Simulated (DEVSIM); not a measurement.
Structure: Si n-p junction from an implanted or diffused profile, at 300 K.

| layer (left to right) | material | thickness (μm) | Na (cm⁻³) | τn (s) | τp (s) |
|---|---|---|---|---|---|
| 1 | Si | 5.60 | 4.8e14 | 2.4e-7 | 2.4e-7 |

Added donor profile: 2.2e16 cm⁻³ × exp(−(x − 0.053 μm)²/(2·(0.26 μm)²)). Left contact: ohmic. Right contact: ohmic. Voltage is applied to the left contact. Recombination: SRH at mid-gap, radiative. Mobility is μmin + (μ − μmin)/(1 + (N/Nref)^α).

This is a model device: material constants are rounded textbook-type values typed into the input, and sizes, dopings and lifetimes were drawn at random. Values at 300 K.

```
parameter           Si
-------------  -------
gap (eV)         1.124
affinity (eV)     4.05
permittivity      11.7
Nc (cm⁻³)      2.86e19
Nv (cm⁻³)       3.1e19
μn (cm²/Vs)       1417
μp (cm²/Vs)        470
μn,min              52
μp,min              45
Nref,n          9.7e16
Nref,p          2.2e17
αn                0.68
αp                0.72
B (cm³/s)      4.7e-15
```

Model (solved in DEVSIM): 1D drift-diffusion, Boltzmann statistics, complete ionisation; no tunnelling, impact ionisation, image-force lowering or self-heating.

**Question.** Tabulate band edges, carrier densities and field at 20.0 V on the left contact.

**Answer.** Energies count from the Fermi level of the right contact; mesh points crowd at the junctions.

```tsv
x (μm)	Ec (eV)	Ev (eV)	n (cm⁻³)	p (cm⁻³)	field (V/cm)
0.000	-19.814	-20.938	2.1e16	5500	-91
0.01751	-19.814	-20.938	2.1e16	5000	-72
0.04168	-19.814	-20.938	2.1e16	4300	≈ 0
0.07248	-19.814	-20.938	2.1e16	3500	130
0.1361	-19.811	-20.935	1.9e16	2100	730
0.2054	-19.798	-20.922	1.1e16	880	4200
0.3011	-19.682	-20.806	1.3e14	280	22000
0.4846	-19.013	-20.137	310000	12000	47000
0.6302	-18.265	-19.389	250000	24000	54000
0.7862	-17.409	-18.533	230000	37000	55000
0.9370	-16.579	-17.703	230000	50000	55000
1.145	-15.459	-16.583	220000	71000	53000
1.313	-14.578	-15.702	220000	88000	52000
1.729	-12.485	-13.609	230000	140000	49000
3.222	-6.028	-7.152	230000	370000	38000
4.315	-2.351	-3.475	230000	650000	30000
4.911	-0.720	-1.844	230000	880000	25000
5.235	0.057	-1.067	230000	1000000	23000
5.451	0.531	-0.593	230000	3.4e9	21000
5.526	0.687	-0.437	240000	1.4e12	21000
5.571	0.778	-0.346	240000	4.9e13	20000
5.600	0.838	-0.286	240000	4.8e14	20000
```
